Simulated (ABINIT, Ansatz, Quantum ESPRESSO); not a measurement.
**One structure in several programs: HfB2 (P6/mmm, 3 atoms in the cell)**

Self-consistent single point.

```
HfB2
1.0
    1.59528    -2.76310     0.00000
    1.59528     2.76310     0.00000
    0.00000     0.00000     3.53603
Hf B
1 2
Direct
  0.00000   0.00000   0.00000
  0.33333   0.66667   0.50000
  0.66667   0.33333   0.50000
```

Shared settings, as Ansatz (a program for electronic structure) writes them: kpoints.mp_grid.grid = 10 10 8; magnetization.spin_orbit = true; scf.occupations.method = gaussian; scf.occupations.width = 0.1 eV. Potentials and cutoffs stand in the table.

```tsv
code	model	pressure (GPa)	cutoff
Quantum ESPRESSO	PBE, spin-orbit coupling, PseudoDojo fully relativistic norm-conserving (PBE) pseudopotentials	-9.60	80 Ry
ABINIT	PBE, spin-orbit coupling, PAW (JTH v2.0 PBE PAW)	-10.09	40 Ry
Ansatz	PBE with spin-orbit coupling, default PAW files	-10.26	default
```

The spread over the programs that give each value: pressure within 0.66 GPa.

Ansatz's pressure is given at a fixed set of plane waves, as the other plane-wave codes print theirs; with its correction for the finite basis it is -10.09 GPa.

The starting cell has typed, rounded lattice constants, without a prior relaxation at this level. Its lattice was rescaled by a random factor within 2.5 % of one.

Left out of this page: Elk, FLEUR and SIESTA (not drawn, or without a comparable value).

Keys are those of Ansatz 0.2.
